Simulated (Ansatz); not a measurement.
Base system: Mg in the hcp (Mg type) structure (space group P6_3/mmc, No. 194; a = 3.167 Å, c = 5.189 Å).

Perturbation: a hydrostatic pressure of 15 GPa.

Levels (all Ansatz, a first-principles code, PAW): PBEsol (420 eV, no spin-orbit coupling); r2SCAN (500 eV, without spin-orbit coupling).

The geometry is relaxed with PBEsol.

| Item | Value |
|---|---|
| PBEsol pressure | 15.0 GPa |

Q: What does r2SCAN give at this geometry for the pressure?

A: The pressure goes up by 1.0 GPa (15.0 GPa → 16.0 GPa).

Single points use the geometry relaxed with PBEsol. Their cutoffs differ, which shifts pressures a little. Load acts through the strain it causes; cell and atoms are relaxed under it. No phonon test of stability was made. Competing high-pressure phases were not computed.
